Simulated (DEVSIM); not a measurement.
Device: illuminated Si p-on-n cell, one wavelength, with a back-surface field, at 250 K.

Layer 1 from the left is Si, thickness (μm) 0.370, Na (cm⁻³) 1.2e18, τn (s) 2.4e-8, τp (s) 4.6e-7, absorption coefficient (cm⁻¹) 29000. Layer 2 from the left is Si, thickness (μm) 43.0, Nd (cm⁻³) 5.1e15, τn (s) 1.2e-6, τp (s) 1.2e-6, absorption coefficient (cm⁻¹) 29000. Layer 3 from the left is Si, thickness (μm) 1.60, Nd (cm⁻³) 4.3e18, τn (s) 1.2e-6, τp (s) 1.2e-6, absorption coefficient (cm⁻¹) 29000.

Left contact: ohmic, minority electron recombination velocity 30000 cm/s. Right contact: ohmic, minority hole recombination velocity 50000 cm/s. Voltage is applied to the left contact. Recombination: SRH at mid-gap, radiative, Auger. Light enters at the left, 1.2e18 photons cm⁻² s⁻¹, one pass, no reflection. Mobility is μmin + (μ − μmin)/(1 + (N/Nref)^α).

The device is made up for the run: typed textbook-type constants, with dimensions and the other settings drawn at random. Values at 300 K; Nc and Nv go as T^1.5, mobilities as T to minus their exponent, the gap by Varshni's rule with the affinity fixed.

Si: gap (eV) 1.124, affinity (eV) 4.05, permittivity 11.7, Nc (cm⁻³) 2.86e19, Nv (cm⁻³) 3.1e19, μn (cm²/Vs) 1417, μp (cm²/Vs) 470, μn,min 52, μp,min 45, Nref,n 9.7e16, Nref,p 2.2e17, αn 0.68, αp 0.72, T exponent of μn 2.3, T exponent of μp 2.2, B (cm³/s) 4.7e-15, Cn (cm⁶/s) 2.8e-31, Cp (cm⁶/s) 9.9e-32, Varshni α (eV/K) 0.000473, Varshni β (K) 636.

DEVSIM, 1D drift-diffusion, Boltzmann statistics, complete ionisation; no tunnelling, impact ionisation, image-force lowering or self-heating.

Dark forward current:

| |V| (V) | |J| (A/cm²) |
|---|---|
| 0.05 | 3.788e-11 |
| 0.10 | 1.549e-10 |
| 0.15 | 5.419e-10 |
| 0.20 | 1.841e-9 |
| 0.25 | 6.249e-9 |
| 0.30 | 2.156e-8 |
| 0.35 | 7.771e-8 |
| 0.40 | 3.106e-7 |
| 0.45 | 1.521e-6 |
| 0.50 | 9.814e-6 |
| 0.55 | 8.006e-5 |
| 0.60 | 0.0007438 |
| 0.65 | 0.007281 |
| 0.70 | 0.07027 |
| 0.75 | 0.5393 |
| 0.80 | 2.529 |
| 0.85 | 10.38 |
| 0.90 | 49.87 |
| 0.95 | 266.1 |
| 1.00 | 1241 |
| 1.05 | 4146 |

Task: Work out the local ideality factor n = ΔV / (kT/q · ln(J2/J1)) between the rows 0.10 and 0.15 V, 0.60 and 0.65 V, 1.00 and 1.05 V.

Result: kT/q = 21.54 mV. From 0.10 to 0.15 V: ln(5.419e-10/1.549e-10) = 1.252, n = 1.85, near the 2 of recombination in the depletion region. From 0.60 to 0.65 V: ln(0.007281/0.0007438) = 2.281, n = 1.02, near the 1 of diffusion or emission over a barrier. From 1.00 to 1.05 V: ln(4146/1241) = 1.206, n = 1.92.

Task: What current could the absorbed light give at most, and what share is collected?

Result: Σ αd = 130, so qΦ(1 − exp(−Σ αd)) = 192 mA/cm². The simulated short-circuit current is 182.8 mA/cm², a share of 0.95.

Task: Estimate the open-circuit voltage by superposition: the voltage at which the dark current equals that short-circuit current.

Result: Interpolating ln J in the table gives 0.723 V. The simulation gives 0.722 V, the same within the digits that matter. Superposition holds where collection doesn't change with voltage.

Task: Estimate the fill factor from FF0 = (v − ln(v + 0.72))/(v + 1), v = qVoc/(nkT), with n from the dark curve.

Result: The rows about Voc, 0.70 and 0.75 V, give n = 1.14, so v = 29.4 and FF0 = 0.855. The simulation gives 0.863, the same within the digits that matter.
